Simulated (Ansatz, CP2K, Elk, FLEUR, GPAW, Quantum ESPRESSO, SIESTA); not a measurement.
## One structure in several programs: Na3Ga (Pm-3m, 4 atoms in the cell)

Self-consistent single point, at a second geometry (lattice scaled by 0.98). First geometry:

```
Na3Ga
1.0
    4.94161     0.00000     0.00000
    0.00000     4.94161     0.00000
    0.00000     0.00000     4.94161
Na Ga
3 1
Cartesian
  2.47081   0.00000   2.47081
  0.00000   2.47081   2.47081
  2.47081   2.47081   0.00000
  0.00000   0.00000   0.00000
```

Shared settings, as Ansatz (a first-principles code) writes them: kpoints.mp_grid.grid = 9 9 9; scf.occupations.method = fermi_dirac; scf.occupations.width = 0.136 eV. Potentials and cutoffs stand in the table.

```tsv
code	model	ΔF from the first geometry (meV/atom)	pressure (GPa)	cutoff
Elk	LDA (PW92), all-electron FP-LAPW, Elk's shipped species files, APW+lo basis with extra local orbitals	-20.5	–	rgkmax 8
SIESTA	LDA PW92, numerical atomic orbitals DZP, PseudoDojo LDA standard norm-conserving potentials (rewritten from UPF to PSML)	-20.5	-1.64	grid 350 Ry
GPAW	LDA (Perdew-Wang 92), GPAW PAW datasets LDA (gpaw-data 1.0.1)	-20.2	-1.55	800 eV
FLEUR	LDA (Vosko-Wilk-Nusair), all-electron FLAPW (FLEUR), scalar-relativistic valence	-20.6	–	Kmax 3.8 1/bohr
CP2K	LDA (Pade form), GPW, DZVP-MOLOPT-SR-GTH basis, GTH-PADE potentials (GTH_POTENTIALS)	-17.4	-1.23	grid 950 Ry
Quantum ESPRESSO	LDA (PZ), GBRV 1.5 ultrasoft (LDA) pseudopotentials	-20.5	-1.68	50 Ry
Ansatz	LDA (PW92), PAW files made with PBE	-20.6	-1.60	420 eV
```

A dash marks a value that a program does not give, or that is left out as unsure.

The spread over the programs that give each value: ΔF from the first geometry within 3.2 meV/atom; pressure within 0.45 GPa.

SIESTA and CP2K use small atom-centred bases, whose incompleteness enters pressures, forces and empty levels differently from a plane-wave cutoff. Elk and FLEUR treat all electrons, but the usual bases taken here (sphere radii, linearisation, local orbitals, empty states) were not tested for convergence, so the values are no reference for the others. Ansatz's pressure is given at a fixed set of plane waves, as the other plane-wave codes print theirs. The same LDA comes in different parametrisations, which differ slightly.

The starting cell comes from a database of computed structures (which also holds hypothetical and non-ambient phases and stackings), without a prior relaxation at this level. Its lattice was rescaled by a random factor within 2.5 % of one. For this run, on top of that: lattice scaled by 0.98.

Keys are those of Ansatz 0.2.
